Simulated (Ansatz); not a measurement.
An Ansatz (a quantum-chemistry and plane-wave program) run: CsPbCl3 with a change (strain tensor (xx, yy, zz, yz, xz, xy) = (+0.48, −0.59, +0.07, −0.86, +0.24, +0.21) %); DFT with PBEsol, PAW potentials and a 420 eV plane-wave cutoff in Ansatz, no spin-orbit coupling.

Input:

Ansatz 0.2 input:
```yaml
crystal:
  lattice:
    - [5.6457242093, 0.0117993838, 0.0132040723]
    - [0.0117993838, 5.5856035395, -0.0480403483]
    - [0.0132040723, -0.0480403483, 5.6226873171]
  atoms:
    - { symbol: Cs, position: [0, 0, 0] }
    - { symbol: Pb, position: [0.5, 0.5, 0.5] }
    - { symbol: Cl, position: [0, 0.5, 0.5] }
    - { symbol: Cl, position: [0.5, 0.5, 0] }
    - { symbol: Cl, position: [0.5, 0, 0.5] }
basis: { ecutwfc: 420, ecutrho_ratio: 4, xc_grid: 2, fft_grid_basis: typed }
kpoints: { mp_grid: { grid: [6, 6, 6] } }
hamiltonian:
  xc: pbesol
  dispersion: none
  pseudopotentials: { kind: paw }
scf: { occupations: { method: fermi_dirac, width: 0.05 }, convergence: { dr2_threshold: 0.0000000005 } }
relax: { f_tol: 0.005, max_steps: 50 }
output: { forces: true, stress: true }
checkpoint: { write: state.ck, write_every: 1000 }
```

Output (explanatory and most iteration lines left out):

```
Relaxation: its limit of steps is 50 (relax.max_steps)
Pseudopotential: Cs, paw, valence charge 9
Pseudopotential: Pb, paw, valence charge 14
Pseudopotential: Cl, paw, valence charge 7
Crystal: 5 atoms, lattice volume = 177.295 Å³
Basis set: ecut = 420 eV, 3453 PW (Γ), exchange–correlation on 80×80×80 points (8 copies of the dense FFT grid, shifted against one another)
Bands: 27, of which v1, the nominal top of the filled ones, is band 22 counted from 1 (21 counted from 0)
Symmetry: 2 space group operations
Space group: P-1 (ITA 2), of the structure as read, at distance tolerance 5.6e-5 Å
k-points: 112 of 216
Functional: x = pbesol(κ = 0.804, μ = 0.12345679012345678), c = pbesol(β = 0.046)
SCF iter   1: F=—  HF=-20530.630463 eV  |F-HF|=—  |Δ(HF+E_count)|=         —  Δρ=3.13e-3  dr2=2.74e-2  ethr=1.77e-3  ⟨swp⟩=7.3  Hψ=15754  notcnv=0
SCF iter   2: F=—  HF=-20530.621782 eV  |F-HF|=—  |Δ(HF+E_count)|=   8.68e-3  Δρ=1.02e-3  dr2=2.13e-3  ethr=6.23e-5  ⟨swp⟩=2.1  Hψ=5165  notcnv=0  defer=30
SCF 1 converged in 8 iterations: F = -20530.621530 eV  dr2 = 1.62e-10
relax step   1: F+E_penalty+E_count = -20530.62152985 eV  Δ(F+E_penalty+E_count) = +0.000e0 eV  max|allowed force component| = 0.000e0 eV/Å  Δτ_max = 0.0000 Å  (8 SCF iters, accepted)
SCF converged after 8 iterations
Free energy (F): -20530.621530 eV
Internal energy: -20530.621530 eV  (E = F + TS)
E sigma→0 (E₀):  -20530.621530 eV
Fermi energy:    4.792312 eV
--- Forces (eV/Å), atoms counted from 1 ---
  atom   1  Cs     0.00000000     0.00000000     0.00000000
  atom   2  Pb     0.00000000     0.00000000     0.00000000
  atom   3  Cl     0.00000000     0.00000000     0.00000000
  atom   4  Cl     0.00000000     0.00000000     0.00000000
  atom   5  Cl     0.00000000     0.00000000     0.00000000
--- Stress (GPa, compression-positive) ---
       -0.233519      -0.019972      -0.022836
       -0.019972       0.314179       0.079413
       -0.022836       0.079413      -0.031585
  P = ⅓ Tr σ = 0.0164 GPa (0.164 kbar)
--- Relaxed structure (1 steps of the walk, 1 accepted, 0 SCFs on fresh bases) ---
  atoms:
    - { symbol: Cs, position: [0.0, 0.0, 0.0] }
    - { symbol: Pb, position: [0.5, 0.5000000000000001, 0.5] }
    - { symbol: Cl, position: [-2.168404344971009e-19, 0.5000000000000001, 0.5] }
    - { symbol: Cl, position: [0.4999999999999999, 0.5, 4.336808689942018e-19] }
    - { symbol: Cl, position: [0.5000000000000001, 0.0, 0.49999999999999994] }
```

Spin-orbit coupling, missing from the scalar runs, can matter with Pb. No phonon test of stability was made. The cell was made from CsPbCl₃ in the cubic perovskite structure (space group Pm-3m, No. 221) by this change: strain tensor (xx, yy, zz, yz, xz, xy) = (+0.48, −0.59, +0.07, −0.86, +0.24, +0.21) %. Many cubic perovskites are stable only at high temperature; tilts and polar distortions were not tested. This is not the structure that CsPbCl3 has at room temperature and ambient pressure.
